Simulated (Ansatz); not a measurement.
ZnSe: pressure series

Consider ZnSe in the zinc blende structure (space group F-43m, No. 216; a = 5.733 Å).

Cell and atoms are relaxed at each pressure.

All numbers come from PBE (Ansatz, an electronic-structure program, PAW, no spin-orbit coupling).

Two rows of this table had their results exchanged by mistake.

```
pressure          volume per atom (Å³)  shortest distance (Å)  band gap
----------------  --------------------  ---------------------  --------
pressure −2 GPa                  24.47                  2.514   1.01 eV
pressure −1 GPa                  23.99                  2.498   1.08 eV
pressure 0.3 GPa                 23.43                  2.478   1.17 eV
pressure 0.7 GPa                 23.27                  2.472   1.20 eV
pressure 1.5 GPa                 22.97                  2.462   1.25 eV
pressure 3 GPa                   20.66                  2.376   1.69 eV
pressure 5 GPa                   21.86                  2.421   1.45 eV
pressure 7.5 GPa                 21.21                  2.397   1.58 eV
pressure 10 GPa                  22.46                  2.443   1.34 eV
```

Question: Which two?

Answer: The rows for pressure 3 GPa and pressure 10 GPa: the volume has to fall steadily with pressure, so 22.46 Å³ belongs to pressure 3 GPa and 20.66 Å³ to pressure 10 GPa.

Load acts through the strain it causes; cell and atoms are relaxed under it. Whether these cells are dynamically stable was not tested. Tetrahedral semiconductors of this kind turn to denser phases somewhere between about 1 and 50 GPa; those were not computed, so compressed cells here can lie past the real transition.
